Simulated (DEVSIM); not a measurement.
Structure: Al/AlN/SiO2/n-Si capacitor, at 300 K.

```
layer (left to right)  material  thickness (nm)  Nd (cm⁻³)
---------------------  --------  --------------  ---------
1                           AlN            15.0          -
2                          SiO2           0.750          -
3                            Si           10000     3.3e15
```

Metal gate on the left, work function 4.1 eV. Fixed charge at the semiconductor interface 7.3e10 cm⁻² (in units of +e); no interface traps.

This is a model device: material constants are rounded textbook-type values typed into the input, and sizes, dopings and lifetimes were drawn at random. Values at 300 K.

```tsv
parameter	AlN	SiO2	Si
gap (eV)	6.1	9	1.124
affinity (eV)	1.9	0.9	4.05
permittivity	8.5	3.9	11.7
Nc (cm⁻³)	-	-	2.86e19
Nv (cm⁻³)	-	-	3.1e19
```

DEVSIM, 1D Poisson equation in equilibrium, Boltzmann statistics, complete ionisation; no quantum confinement or tunnelling. Metal contacts follow the ideal Schottky-Mott rule: no Fermi-level pinning, no interface dipoles.

Problem. Give the band bending (positive: bands bend down) and minority sheet density.

Solution. 
| Vg (V) | ψs (V) | minority carriers (cm⁻²) |
|---|---|---|
| -2.2 | -0.887 | 2.9e12 |
| -1.9 | -0.872 | 2.1e12 |
| -1.6 | -0.850 | 1.3e12 |
| -1.3 | -0.815 | 6.0e11 |
| -1 | -0.717 | 3.5e10 |
| -0.7 | -0.443 | < 1e8 |
| -0.4 | -0.163 | < 1e8 |
| -0.1 | 0.070 | < 1e8 |
| 0.2 | 0.159 | < 1e8 |
| 0.5 | 0.195 | < 1e8 |
| 0.8 | 0.217 | < 1e8 |
| 1.1 | 0.233 | < 1e8 |
